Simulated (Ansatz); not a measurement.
# Mg2Ge (model structure, from the CdI2 type, P-3m1, No. 164): lattice constant a by level of theory

No measured value is used here.

### Question
Put these levels in order of the lattice constant a that they give for Mg2Ge (model structure, from the CdI2 type, P-3m1, No. 164), smallest first: PBE (Ansatz, a program for electronic structure), PBE-D3(BJ) (Ansatz), PBEsol (Ansatz).

### Answer
PBE-D3(BJ) (3.169 Å), PBEsol (3.211 Å), PBE (3.250 Å)

Ansatz's density-functional and Hartree–Fock values are scalar-relativistic unless marked +SOC, with PAW data made under PBE.

A model structure was made by putting elements into a prototype or built by hand; it is no filed structure, need not be a known phase, and can be a saddle point held by its symmetry.
